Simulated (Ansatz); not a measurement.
**Sr: response to strain**

Base system: Sr in the fcc (Cu type) structure (space group Fm-3m, No. 225; a = 6.1048 Å; relaxed with 0.1 eV smearing).

Strains are applied to the cell and any free atomic positions relax.

The values are results of r2SCAN (Ansatz, a quantum-chemistry and plane-wave program, PAW, without spin-orbit coupling), earlier PAW set, not measurements.

Candidates:
(a) isotropic strain +0.65 %
(b) isotropic strain +3.93 %
(c) isotropic strain −4.65 %

Notes on the quantities. energy relative to the base: free energy F.

Q: Order them by energy relative to the base, highest first.

A: (c) isotropic strain −4.65 % (+45 meV/atom), (b) isotropic strain +3.93 % (+27 meV/atom), (a) isotropic strain +0.65 % (+0.8 meV/atom)

Whether these cells are dynamically stable was not tested.
